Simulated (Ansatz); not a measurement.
Reference: Os (P6_3/mmc), PBEsol, DFPT electron-phonon coupling, linearised Boltzmann equation (plane waves, PAW, scalar-relativistic; Ansatz, a program for electronic structure); geometry: relaxed with this functional, without spin-orbit coupling.

```yaml
crystal:
  lattice:
    - [2.72971, 0.00000, 0.00000]
    - [-1.36486, 2.36400, 0.00000]
    - [0.00000, 0.00000, 4.30605]
  atoms:
    - { symbol: Os, position: [0.33333, 0.66667, 0.25000] }
    - { symbol: Os, position: [0.66667, 0.33333, 0.75000] }
```

- resistivity at 300 K = 7.2 μΩ·cm
- mean free path at 300 K = 8.7 nm
- electron-phonon coupling λ = 0.41
- logarithmic mean phonon energy = 20 meV

### Question
Replace Os by Ru on the same sites and relax. What happens?

### Answer
Ru (P6_3/mmc): volume per atom 13.9 to 13.3 Å³; resistivity at 300 K falls (7.2 μΩ·cm to 6.2 μΩ·cm); mean free path at 300 K stays about the same (8.7 nm to 9.2 nm); electron-phonon coupling λ rises (0.41 to 0.44); logarithmic mean phonon energy rises (20 meV to 24 meV).

### Question
Replace Os by Lu on the same sites and relax. What happens?

### Answer
Lu (P6_3/mmc): volume per atom 13.9 to 27.4 Å³; resistivity at 300 K rises (7.2 μΩ·cm to 43 μΩ·cm); mean free path at 300 K falls (8.7 nm to 2.8 nm); electron-phonon coupling λ rises (0.41 to 0.57); logarithmic mean phonon energy falls (20 meV to 9.0 meV).

### Question
Replace Os by Hf on the same sites and relax. What happens?

### Answer
Hf (P6_3/mmc): volume per atom 13.9 to 21.6 Å³; resistivity at 300 K rises (7.2 μΩ·cm to 30 μΩ·cm); mean free path at 300 K falls (8.7 nm to 5.1 nm); electron-phonon coupling λ stays about the same (0.41 to 0.41); logarithmic mean phonon energy falls (20 meV to 10.9 meV).

Moves up to 7 % count as about the same. Metals; harmonic phonons alone scatter; means over directions. The mean free path is weighted by the current that each state carries. Halving the electron mesh moves these values by up to 5 %; q meshes are mostly untested. Some of the runs warned that the eigensolver left states short of its tolerance. Spin-orbit coupling is left out.

The missing spin-orbit coupling matters most for Hf (P6_3/mmc), Lu (P6_3/mmc), Os (P6_3/mmc).
